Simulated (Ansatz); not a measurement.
Consider SiC in the zinc blende structure (space group F-43m, No. 216; a = 4.3563 Å).

Levels (all Ansatz, a first-principles code, PAW): r2SCAN (500 eV, no SOC); HSE06+SOC (420 eV, with spin-orbit coupling).

The geometry is relaxed with r2SCAN.

- r2SCAN band gap = 1.71 eV
- r2SCAN valence-band top at Γ = 0.00, 0.00, 0.00 eV

Question: Predict the band gap and valence-band top at Γ from HSE06+SOC.

Answer: The band gap rises by 0.51 eV to 2.22 eV; the valence-band top at Γ (three highest Kramers pairs, from the VBM) goes from 0.00, 0.00, 0.00 eV to 0.00, 0.00, -0.02 eV. The threefold valence maximum splits by Δso ≈ 16 meV.

Single points use the geometry relaxed with r2SCAN. HSE06 was sampled on its mesh, a few special points and the semilocal edge points, so its gap is an upper bound. Differences between runs with and without spin-orbit coupling are approximate. No phonon test of stability was made.
